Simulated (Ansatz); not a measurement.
**A computed series for CdSe: pressure series**

Take CdSe in the zinc blende structure (space group F-43m, No. 216; a = 6.133 Å) as the base.

Cell and atoms are relaxed at each pressure.

Computed with r2SCAN (Ansatz, a quantum-chemistry and plane-wave program; PAW; 500 eV plane waves; scalar-relativistic without spin-orbit coupling).

```json
[
 {"change": "base", "width of the top valence band": "2.12 eV", "band gap": "1.04 eV", "lattice parameter a": "6.133 Å"},
 {"change": "pressure −2 GPa", "width of the top valence band": "1.95 eV", "band gap": "0.94 eV", "lattice parameter a": "6.222 Å"},
 {"change": "pressure −1 GPa", "width of the top valence band": "2.04 eV", "band gap": "0.99 eV", "lattice parameter a": "6.175 Å"},
 {"change": "pressure 0.3 GPa", "width of the top valence band": "2.15 eV", "band gap": "1.05 eV", "lattice parameter a": "6.122 Å"},
 {"change": "pressure 0.7 GPa", "width of the top valence band": "2.18 eV", "band gap": "1.07 eV", "lattice parameter a": "6.107 Å"},
 {"change": "pressure 1.5 GPa", "width of the top valence band": "2.24 eV", "band gap": "1.10 eV", "lattice parameter a": "6.078 Å"},
 {"change": "pressure 3 GPa", "width of the top valence band": "2.35 eV", "band gap": "1.15 eV", "lattice parameter a": "6.029 Å"},
 {"change": "pressure 5 GPa", "width of the top valence band": "2.48 eV", "band gap": "1.22 eV", "lattice parameter a": "5.971 Å"},
 {"change": "pressure 7.5 GPa", "width of the top valence band": "2.62 eV", "band gap": "1.29 eV", "lattice parameter a": "5.908 Å"},
 {"change": "pressure 10 GPa", "width of the top valence band": "2.74 eV", "band gap": "1.34 eV", "lattice parameter a": "5.853 Å"}
]
```

Load acts through the strain it causes; cell and atoms are relaxed under it. Whether these cells are dynamically stable was not tested. Tetrahedral semiconductors of this kind turn to denser phases somewhere between about 1 and 50 GPa; those were not computed, so compressed cells here can lie past the real transition.
